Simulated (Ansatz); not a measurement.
# SnSe (model structure, within 0.1 Å of Fm-3m, No. 225, 6 atoms in the cell)

The numbers are results of r²SCAN+rVV10 (PAW; Ansatz, a first-principles code), not measurements.

Run with plane-wave cutoff 560 eV, 18×18×6 k mesh (along the axes of the cell as run), Fermi–Dirac smearing 0.05 eV, scalar-relativistic PAW data made under PBE.

Cell (relaxed at this level):

```xyz
6
Lattice="4.2335 0.0000 0.0000 -2.1167 3.6663 0.0000 0.0000 0.0000 10.3676" Properties=species:S:1:pos:R:3 pbc="T T T"
Sn    -0.7058     1.2224     6.9117
Sn     1.4110     2.4439     0.0000
Sn     1.4115     0.0000     3.4559
Se    -0.7055     1.2219     1.7279
Se     1.4113     2.4444     5.1838
Se     1.4109     0.0000     8.6397
```

For SnSe (model structure, within 0.1 Å of Fm-3m, No. 225, 6 atoms in the cell), the band gap is 0.25 eV. The Γ–Γ gap is 2.10 eV.

Spin–orbit coupling is not included.

A model structure was made by putting elements into a prototype or built by hand; it is no filed structure, need not be a known phase, and can be a saddle point held by its symmetry.
